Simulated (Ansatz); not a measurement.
**How a calculation on MgTi (Amm2, 10 atoms in the cell) responds to its settings**

```
MgTi
1.0
    4.76812     0.00000     0.00000
    0.00000     8.18373     2.49880
    0.00000    -8.18373     2.49880
Mg Ti
5 5
Direct
  0.00000   0.98103   0.76983
  0.00000   0.76983   0.98103
  0.50000   0.76464   0.76464
  0.50000   0.16430   0.37338
  0.50000   0.37338   0.16430
  0.00000   0.17112   0.58156
  0.00000   0.58156   0.17112
  0.50000   0.95355   0.53691
  0.50000   0.53691   0.95355
  0.00000   0.37049   0.37049
```

Base run A: PBEsol, default PAW files made with PBE in Ansatz (an electronic-structure program), self-consistent single point.

Its settings: kpoints.mp_grid.grid = 6 6 6; hamiltonian.xc = pbesol; hamiltonian.pseudopotentials = {kind: paw} (the program's default PAW files); scf.occupations.method = cold; scf.occupations.width = 0.01 Ry.

The starting cell comes from a database of computed structures (which also holds hypothetical and non-ambient phases and stackings), without a prior relaxation at this level. Spin polarisation is off. Ansatz's pressure includes its estimate of the finite-basis (Pulay) stress.

ΔF is the free energy per atom less that of run A. 

Run A gave: pressure (GPa) -2.54; largest force (eV/Å) 0.128; TS (meV/atom) -0.8; k-points 52.

Runs:
- B: kpoints.mp_grid.grid, scf.occupations.width = 4 4 4, 0.0022 Ry
- C: kpoints.mp_grid.grid, scf.occupations.width = 4 4 4, 0.0073 Ry
- D: kpoints.mp_grid.grid, scf.occupations.width = 4 4 4, 0.022 Ry
- E: kpoints.mp_grid.grid, scf.occupations.width = 5 5 5, 0.0022 Ry
- F: kpoints.mp_grid.grid, scf.occupations.width = 5 5 5, 0.0073 Ry
- G: kpoints.mp_grid.grid, scf.occupations.width = 5 5 5, 0.022 Ry
- H: kpoints.mp_grid.grid, scf.occupations.width = 6 6 6, 0.0022 Ry
- I: kpoints.mp_grid.grid, scf.occupations.width = 6 6 6, 0.0073 Ry
- J: kpoints.mp_grid.grid, scf.occupations.width = 6 6 6, 0.022 Ry
- K: kpoints.mp_grid.grid, scf.occupations.width = 7 7 7, 0.0022 Ry
- L: kpoints.mp_grid.grid, scf.occupations.width = 7 7 7, 0.0073 Ry
- M: kpoints.mp_grid.grid, scf.occupations.width = 7 7 7, 0.022 Ry

### Question
What does run C change against A?

### Answer
The free energy rises by 1.5 meV/atom, the pressure stays at -2.54 GPa and the largest force goes from 0.128 to 0.115 eV/Å.

### Question
What does run J change against A?

### Answer
The free energy rises by 5.8 meV/atom, the pressure hardly changes (-2.54 to -2.62 GPa) and the largest force goes from 0.128 to 0.118 eV/Å.

### Question
What does run D change against A?

### Answer
The free energy rises by 6.1 meV/atom, the pressure hardly changes (-2.54 to -2.63 GPa) and the largest force hardly changes (0.128 to 0.124 eV/Å).

```json
[
 {"run": "A", "ΔF (meV/atom)": "0.00", "pressure (GPa)": "-2.54", "largest force (eV/Å)": "0.128", "TS (meV/atom)": "-0.8", "k-points": "52"},
 {"run": "B", "ΔF (meV/atom)": "2.0", "pressure (GPa)": "-2.54", "largest force (eV/Å)": "0.094", "TS (meV/atom)": "0.1", "k-points": "21"},
 {"run": "C", "ΔF (meV/atom)": "1.51", "pressure (GPa)": "-2.54", "largest force (eV/Å)": "0.115", "TS (meV/atom)": "0.4", "k-points": "21"},
 {"run": "D", "ΔF (meV/atom)": "6.1", "pressure (GPa)": "-2.63", "largest force (eV/Å)": "0.124", "TS (meV/atom)": "-15.3", "k-points": "21"},
 {"run": "E", "ΔF (meV/atom)": "0.28", "pressure (GPa)": "-2.52", "largest force (eV/Å)": "0.098", "TS (meV/atom)": "-0.1", "k-points": "27"},
 {"run": "F", "ΔF (meV/atom)": "0.34", "pressure (GPa)": "-2.53", "largest force (eV/Å)": "0.115", "TS (meV/atom)": "-0.2", "k-points": "27"},
 {"run": "G", "ΔF (meV/atom)": "6.0", "pressure (GPa)": "-2.61", "largest force (eV/Å)": "0.117", "TS (meV/atom)": "-14.2", "k-points": "27"},
 {"run": "H", "ΔF (meV/atom)": "0.41", "pressure (GPa)": "-2.54", "largest force (eV/Å)": "0.131", "TS (meV/atom)": "0.1", "k-points": "52"},
 {"run": "I", "ΔF (meV/atom)": "-0.02", "pressure (GPa)": "-2.53", "largest force (eV/Å)": "0.132", "TS (meV/atom)": "0.3", "k-points": "52"},
 {"run": "J", "ΔF (meV/atom)": "5.8", "pressure (GPa)": "-2.62", "largest force (eV/Å)": "0.118", "TS (meV/atom)": "-15.3", "k-points": "52"},
 {"run": "K", "ΔF (meV/atom)": "0.72", "pressure (GPa)": "-2.52", "largest force (eV/Å)": "0.117", "TS (meV/atom)": "0.1", "k-points": "64"},
 {"run": "L", "ΔF (meV/atom)": "0.47", "pressure (GPa)": "-2.53", "largest force (eV/Å)": "0.129", "TS (meV/atom)": "0.5", "k-points": "64"},
 {"run": "M", "ΔF (meV/atom)": "5.9", "pressure (GPa)": "-2.62", "largest force (eV/Å)": "0.117", "TS (meV/atom)": "-15.2", "k-points": "64"}
]
```

Keys are those of Ansatz 0.2.
